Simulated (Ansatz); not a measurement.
# MoGe (model structure, started from the CoSn type, P6/mmm, No. 191, 6 atoms in the cell): properties by level of theory

```tsv
level (code)	lattice constant a (Å)	c axis length (Å)
PBE (Ansatz)	5.411	4.335
PBEsol (Ansatz)	5.356	4.283
PBE-D3(BJ) (Ansatz)	5.368	4.283
```

Ansatz's density-functional and Hartree–Fock values are scalar-relativistic unless marked +SOC, with PAW data made under PBE.

A model structure was made by putting elements into a prototype or built by hand; it is no filed structure, need not be a known phase, and can be a saddle point held by its symmetry.

Ansatz is an electronic-structure program.
